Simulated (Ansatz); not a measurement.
The starting structures come from a database of crystals and need not be the phases stable at ambient conditions.

 Where the default PAW files enter, the runs use the earlier of Ansatz's two default sets.

Data:

```
CELL_PARAMETERS angstrom
      6.00595     0.00000     0.00000
     -2.73117     5.34903     0.00000
      1.63739     2.67451     5.12224
ATOMIC_POSITIONS crystal
  Ca 0.25000 0.75000 0.50000
  Ca 0.00000 0.00000 0.00000
  Cr 0.50000 0.50000 0.00000
  Cr 0.75000 0.25000 0.50000
  O  0.77021 0.09001 0.31980
  O  0.34001 0.15981 0.18020
  O  0.40981 0.09001 0.68020
  O  0.34001 0.52021 0.81980
  O  0.47979 0.65999 0.18020
  O  0.90999 0.22979 0.68020
  O  0.84019 0.65999 0.81980
  O  0.90999 0.59019 0.31980
```

Space group of this cell: I4_1/amd. The cell is taken as given; by PBEsol its mean pressure is -1.8 GPa.

Transport runs along the normal of the first two printed cell vectors, the (110) plane of the conventional cell.

The gap is the functional's own, uncorrected, and κ follows it; spin-orbit coupling is left out. Mid-gap values are interpolated between the computed energies.

**Question.** Predict the band gap and the smallest decay constant κ at mid-gap from PBEsol in Ansatz (an electronic-structure program).

**Answer.** Gap 2.27 eV on a 6×6×6 mesh; κ = 0.460 1/Å, at the zone centre.
